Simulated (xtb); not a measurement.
xtb 6.7.1, GFN2-xTB: CB(C)O[Si](F)(F)F, 14 atoms. The geometry is a generated start, not checked to be a minimum at this level.

```yaml
run_flags: --grad
method: GFN2-xTB
"--acc": 1 (default)
"--etemp (K)": 300 (default)
basis_functions: 44
valence_electrons: 48
```

```xyz
14

Si     2.3276     0.1903     0.3331
F      2.7826    -0.6216     1.6106
F      2.8243     1.6761     0.5409
F      3.1281    -0.3759    -0.9053
O      0.7808     0.0944     0.1173
B     -0.5474    -0.0334    -0.0611
C     -1.4507     1.2610     0.0531
C     -1.1198    -1.4683    -0.4050
H     -2.5077     1.0423     0.1658
H     -1.3413     1.8555    -0.8541
H     -1.1434     1.9048     0.8728
H     -0.6324    -1.8807    -1.2889
H     -0.9091    -2.1665     0.4022
H     -2.1914    -1.4780    -0.5814
```

One run each on 1 thread. Values of broydamp tried: 0.02, 0.05, 0.1, 0.2, 0.4 (default), 0.6, 0.8, 1.

**Question.** How does the count of SCC iterations change with broydamp, and where is it least?

**Answer.** Fewest SCC iterations, within one of each other: 0.4 (default) with 13, 0.6 with 12, 0.8 with 12. The count rises to 22 at 0.02. All converge to one solution.

```tsv
broydamp	SCC iterations	end
0.02	22	same solution
0.05	19	same solution
0.1	17	same solution
0.2	14	same solution
0.4 (default)	13	same solution
0.6	12	same solution
0.8	12	same solution
1	14	same solution
```
